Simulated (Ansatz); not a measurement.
Base system: Al2O3 (space group Cmc2_1, No. 36; a = 9.705 Å, b = 5.530 Å, c = 4.941 Å; a cell from a computed database, its experimental status unchecked). Axes: x, y, z lie along a, b, c of the conventional cell.

Calculations: PBEsol, PAW, 420 eV (Ansatz, an electronic-structure program; without spin-orbit coupling).

One thing is altered: the cell is scaled by 0.9899 in all directions, atoms relaxed at fixed cell.

### Question
Predict the stress tensor and what it implies for the stiffness.

### Answer
Stress of the strained cell less that of the base (GPa, compression positive):
```
   3.13    0.00    0.00
   0.00    2.20    0.00
   0.00    0.00    2.25
```

Then B = −ΔP/(ΔV/V₀) with ΔV/V₀ = -0.0300 gives secant stiffness values (nonlinear terms included at this strain): B (at held cell shape, above the free-shape value) ≈ 84 GPa.

Stability against distortions was not tested.
